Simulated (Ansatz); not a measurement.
Functionals compared on Cl on the 1x1 (111) surface of fcc Au (the real clean face reconstructs), one in a 2x2 cell, started at the site 'hollow Au-Au-Au over Au at depth 4.8 Å', in Ansatz (plane waves, PAW). The structure was relaxed with PBE; the other rows are single points on it, each with its references at the same level. Cutoff 420 eV (500 eV for r2SCAN).

Set-up: 17 atoms, 7.2 Å thick at the start under the adsorbate (thin: gaps and levels are the slab's own); mesh 6x6x1; 0.1 eV smearing; dipole correction on; 8 atoms held, the rest relaxed; start symmetry kept, larger cells not searched; no spin, no spin-orbit, no U, no dispersion correction. At the end it is bonded to 3 Au. In PBE it is, or lies within 0.03 eV of, the lowest of the starts that converged. These notes are the PBE run's. Adsorption energies are against ½ Cl2(g). A negative adsorption energy means that the adsorbate is more stable on the surface than in its reference.

```json
[
 {"functional": "PBE", "adsorption energy (eV)": "-0.89", "work function of the top face (eV)": "5.84", "change of the work function (eV)": "0.72", "rough cost of the single point": "–"},
 {"functional": "RPBE", "adsorption energy (eV)": "___", "work function of the top face (eV)": "___", "change of the work function (eV)": "___", "rough cost of the single point": "around 50 core-seconds (rough)"},
 {"functional": "r2SCAN", "adsorption energy (eV)": "-1.18", "work function of the top face (eV)": "5.98", "change of the work function (eV)": "0.84", "rough cost of the single point": "around 120 core-seconds (rough)"}
]
```

**Question.** What belongs in the gaps?

**Answer.** 
- RPBE, adsorption energy (eV): -0.67
- RPBE, work function of the top face (eV): 5.73
- RPBE, change of the work function (eV): 0.79

Ansatz is a quantum-chemistry and plane-wave program.
